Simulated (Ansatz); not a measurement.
Functionals compared on NH3 on the 1x1 (110) surface of bcc W, one in a 2x2 cell, started at the site 'top W', in Ansatz (plane waves, PAW). The structure was relaxed with PBE; the other rows are single points on it, each with its references at the same level. Cutoff 420 eV (500 eV for r2SCAN).

Model: 20-atom slab, 6.6 Å thick at the start under the adsorbate (thin: gaps and levels are the slab's own), 6x6x1 mesh, Fermi-Dirac 0.1 eV, dipole correction, 8 atoms held, the rest relaxed; no symmetry held; no spin, no spin-orbit, no U, no dispersion correction. At the end it is bonded to W. In PBE it is, or lies within 0.03 eV of, the lowest of the starts that converged. These notes are the PBE run's. Adsorption energies are against NH3(g). A negative adsorption energy means that the adsorbate is more stable on the surface than in its reference.

| functional | adsorption energy (eV) | work function of the top face (eV) | change of the work function (eV) | rough cost of the single point |
|---|---|---|---|---|
| PBE | -0.86 | 2.60 | -2.22 | – |
| RPBE | (withheld) | (withheld) | (withheld) | roughly 3 core-minutes |
| r2SCAN | -0.98 | 2.54 | -2.35 | about 7 core-minutes (a rough figure) |

Question: Some entries are withheld; supply them.

Answer: 
- RPBE, adsorption energy (eV): -0.60
- RPBE, work function of the top face (eV): 2.51
- RPBE, change of the work function (eV): -2.17

Ansatz is an electronic-structure program.
